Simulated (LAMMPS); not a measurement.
MD of Pd (fcc) at zero pressure, 2048 atoms, as a liquid; each row is its own run.

Level of theory: classical MD, pair style meam, file library.meam (library.meam-Pd) (LAMMPS).

```
T (K)  D(Pd) (cm²/s)
-----  -------------
1460         1.65e-5
1650         2.69e-5
2010         5.51e-5
2280         8.41e-5
2560        0.000115
```

Question: Fit an Arrhenius law, ln y = a + b / x, to these rows (x is the first column, y the second) and predict the run at x = 1830.

Answer: Least squares gives a = -6.4864 and b = -6633. The slope times kB gives an activation energy of 0.57 eV. At x = 1830 the fit predicts 4.06e-5 cm²/s. The run itself gave (4.07 ± 0.07) × 10^-5 cm²/s, so the fit is 0.25 % low, within the run's error.

Caution: the potential MEAM library.meam-Pd is a first-neighbour MEAM set with a 4 Å cutoff, used here without a parameter file and away from the static properties it was fitted to.

Caution (row 1460): this liquid lies under the melting point of about 1630 K that MEAM library.meam-Pd gives, so it is undercooled.

Caution (row 1650): enthalpy drifts during the constant-pressure average: a transition or slow ageing; fluctuation values are void.

Errors of D are the spread over four groups of atoms in one short run; a floor of about 5 %, a picked value, is safer.
